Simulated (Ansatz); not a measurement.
Consider N vacancy in wurtzite AlN strained by -1.5 % along x and y, z held, charge state +1. Method: PBE, PAW (plane waves to 420 eV; Ansatz, a first-principles code).

Settings: 72 host sites, the strained lattice (strain from the relaxed PBE one, atoms relaxed), a 2×2×2 k-point mesh shifted by half a step along c, smearing 0.01 eV, spin-restricted, no image-charge correction. No zero-point or tunnelling terms. The charge state is imposed; whether it is stable for some Fermi level was not computed. Forms of the defect that were not tried may lie lower.

The step: a nearby N atom hops onto the vacant site; the atom moves 4.36 Å along (-0.67, -1.33, -0.50) of the unit cell; the moving atom starts with neighbours 3 Al at 1.88, Al at 1.89 Å and ends with 3 Al at 1.88, Al at 1.90 Å.

### Question
Estimate the migration barrier of this step that PBE, PAW returns for this input.

### Answer
8.80 eV, the same both ways. At the saddle the moving atom has neighbours 2 Al at 1.87, Al at 1.91, Al at 2.28; 2 N at 2.39 Å. The saddle point's order was not checked, and it lies on a symmetry element of the cell, where a band can be held.
